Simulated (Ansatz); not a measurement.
Take MgO (space group P6_3/mmc, No. 194; a = 3.4939 Å, c = 4.1941 Å; a cell from a computed database, its experimental status unchecked) as the base.

Levels (all Ansatz, a program for electronic structure, PAW): PBEsol (420 eV, scalar-relativistic without spin-orbit coupling); r2SCAN (500 eV, spin-orbit coupling left out); HSE06 (420 eV, without spin-orbit coupling).

At the geometry relaxed with PBEsol, these levels gave the following band gaps, in shuffled order: (a) 5.00 eV, (b) 4.05 eV, (c) 3.27 eV.

**Question.** Match each gap to its level.

**Answer.** (a) HSE06; (b) r2SCAN; (c) PBEsol.

Single points use the geometry relaxed with PBEsol. Whether these cells are dynamically stable was not tested. This is not the structure that MgO has at room temperature and ambient pressure.
